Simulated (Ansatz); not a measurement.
Take MgS in the rock salt structure (space group Fm-3m, No. 225; a = 5.1551 Å) as the base.

All numbers come from DFT with PBE-D3(BJ), PAW potentials and a 420 eV plane-wave cutoff in Ansatz (an electronic-structure program), without spin-orbit coupling.

Base values:

```
Quantity                Result
-------------  ---------------
Gap character  indirect, Γ → X
```

Perturbation: hole doping at 1.0×10^21 cm⁻³ (0.0343 per cell), with a uniform compensating background at fixed cell and a 300 K Fermi–Dirac width.

Problem. Estimate the effect on the Fermi level from band edge.

Solution. The Fermi level relative to the doped band's edge (positive inside the band; to 0.05 eV) comes out as +0.10 eV.

Problem. What happens to the gap character?

Solution. The gap character is still indirect, Γ → X.

Carriers are added with a uniform compensating background; total energy and stress of such cells depend on the potential's zero and are not compared; many-body gap narrowing is missing at this level. Stability against distortions was not tested. The base started in Pnma and relaxed to Fm-3m at this level.
